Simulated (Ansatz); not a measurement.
O on the 1x1 (110) surface of bcc Ta, one in a 2x2 cell, started at the site 'hollow Ta-Ta-Ta'

Computed with PBE (plane waves to 420 eV, PAW; Ansatz, an electronic-structure program).

Slab: 17 atoms, 6.8 Å thick at the start under the adsorbate (thin: gaps and levels are the slab's own); k 5x5x1, smearing 0.1 eV, dipole-corrected; 8 atoms held, the rest relaxed; symmetry of the start imposed; no spin, no spin-orbit, no U, no dispersion correction. At the end it is bonded to 3 Ta. In PBE it is, or lies within 0.03 eV of, the lowest of the starts that converged.

```yaml
adsorption energy against ½ O2(g): -4.86 eV
work_function_of_the_top_face: 4.46 eV
change_of_the_work_function: -0.31 eV
change_of_the_step_from_the_bottom_to_the_top_vacuum_level_against_the_clean_slab: -0.27 eV
energy_released_by_relaxation: 1.60 eV
height of the binding atom over the mean of the host atoms within 0.3 Å of the top one: 1.160 Å
nearest_host_atoms_of_the_binding_atom: Ta at 2.05 Å, Ta at 2.05 Å, Ta at 2.08 Å
largest_move_of_a_host_atom: 0.19 Å
cost: very roughly 5 core-minutes
```

A negative adsorption energy means that the adsorbate is more stable on the surface than in its reference.
